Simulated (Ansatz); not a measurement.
**CO on the 1x1 (100) surface of fcc Cu, one in a 2x2 cell, started at the site 'hollow Cu-Cu-Cu-Cu over Cu at depth 1.8 Å'**

Method: PBE (plane waves to 420 eV, PAW; Ansatz, a program for electronic structure).

Set-up: 18 atoms, 5.3 Å thick at the start under the adsorbate (thin: gaps and levels are the slab's own); mesh 6x6x1; 0.1 eV smearing; dipole correction on; 8 atoms held, the rest relaxed; held to the start's symmetry, so lower structures may exist; no spin, no spin-orbit, no U, no dispersion correction. At the end it is bonded to 4 Cu. In PBE this state lies 0.06 eV over the lowest of the starts that converged ('bridge Cu-Cu (span 2.6 Å)').

The adsorption energy against CO(g) is -0.79 eV, the work function of the top face is 5.38 eV and the change of the work function comes out as 0.84 eV. The change of the step from the bottom to the top vacuum level, against the clean slab comes out as 0.85 eV, the energy released by relaxation is 0.56 eV and the height of the binding atom over the mean of the host atoms within 0.3 Å of the top one is 1.173 Å. The nearest host atoms of the binding atom is Cu at 2.14 Å, Cu at 2.14 Å, Cu at 2.14 Å and the largest move of a host atom is 0.10 Å. The cost is roughly 13 core-minutes.

A negative adsorption energy means that the adsorbate is more stable on the surface than in its reference.
